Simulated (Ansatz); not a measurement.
**InSb: pressure series**

Start from InSb in the zinc blende structure (space group F-43m, No. 216; a = 6.6350 Å).

Cell and atoms are relaxed at each pressure.

Levels (all Ansatz, a program for electronic structure, PAW, earlier PAW set): PBE (420 eV, no spin-orbit coupling); r2SCAN (500 eV, without spin-orbit coupling).

The base cell above is that of PBE; each level relaxes its own structures.

```json
[
 {"case": "pressure −2 GPa", "volume per atom, PBE": "38.93 Å³", "volume per atom, r2SCAN": "37.15 Å³"},
 {"case": "pressure −1 GPa", "volume per atom, PBE": "37.62 Å³", "volume per atom, r2SCAN": "36.12 Å³"},
 {"case": "pressure 0.3 GPa", "volume per atom, PBE": "36.23 Å³", "volume per atom, r2SCAN": "35.01 Å³"},
 {"case": "pressure 0.7 GPa", "volume per atom, PBE": "35.86 Å³", "volume per atom, r2SCAN": "?"},
 {"case": "pressure 1.5 GPa", "volume per atom, PBE": "35.19 Å³", "volume per atom, r2SCAN": "34.15 Å³"},
 {"case": "pressure 3 GPa", "volume per atom, PBE": "34.08 Å³", "volume per atom, r2SCAN": "?"},
 {"case": "pressure 5 GPa", "volume per atom, PBE": "32.86 Å³", "volume per atom, r2SCAN": "?"},
 {"case": "pressure 7.5 GPa", "volume per atom, PBE": "31.61 Å³", "volume per atom, r2SCAN": "31.03 Å³"},
 {"case": "pressure 10 GPa", "volume per atom, PBE": "30.58 Å³", "volume per atom, r2SCAN": "?"}
]
```

Q: Complete the table.

A: 
- pressure 0.7 GPa, volume per atom, r2SCAN: 34.71 Å³
- pressure 3 GPa, volume per atom, r2SCAN: 33.20 Å³
- pressure 5 GPa, volume per atom, r2SCAN: 32.14 Å³
- pressure 10 GPa, volume per atom, r2SCAN: 30.09 Å³

PBE lies above r2SCAN in every row, by 0.49 Å³ to 1.77 Å³. They put the cases in the same order.

Load acts through the strain it causes; cell and atoms are relaxed under it. No phonon test of stability was made. Tetrahedral semiconductors of this kind turn to denser phases somewhere between about 1 and 50 GPa; those were not computed, so compressed cells here can lie past the real transition. All final runs are without spin polarisation.
